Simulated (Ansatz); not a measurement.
ScRhN₂ (model structure, started from the PtCoO2 type, R-3m, No. 166, 4 atoms in the cell) was calculated with r²SCAN (Ansatz, a quantum-chemistry and plane-wave program, PAW).

Run with plane-wave cutoff 560 eV, 20×20×20 k mesh, Fermi–Dirac smearing 0.05 eV, no spin polarisation, scalar-relativistic PAW data made under PBE.

Cell (relaxed at this level):

```
CELL_PARAMETERS angstrom
      1.62727     0.93951     5.84190
     -1.62727     0.93951     5.84190
      0.00000    -1.87901     5.84190
ATOMIC_POSITIONS crystal
  Sc 0.50000 0.50000 0.50000
  Rh 0.00000 0.00000 0.00000
  N  0.89589 0.89589 0.89589
  N  0.10411 0.10411 0.10411
```

### Question
Give the computed bulk modulus B0.

### Answer

* **bulk modulus B0**: 129 GPa

Note: the run has no spin polarisation, so it can have missed a magnetic state; the bulk modulus is −V dP/dV from two relaxed cells at ±2 % in volume; the relaxation could raise the start's symmetry but not lower it, so the cell can be a saddle point.

Computed values are for the static lattice.

Computing time: very roughly 16 core-minutes.

A model structure was made by putting elements into a prototype or built by hand; it is no filed structure, need not be a known phase, and can be a saddle point held by its symmetry.
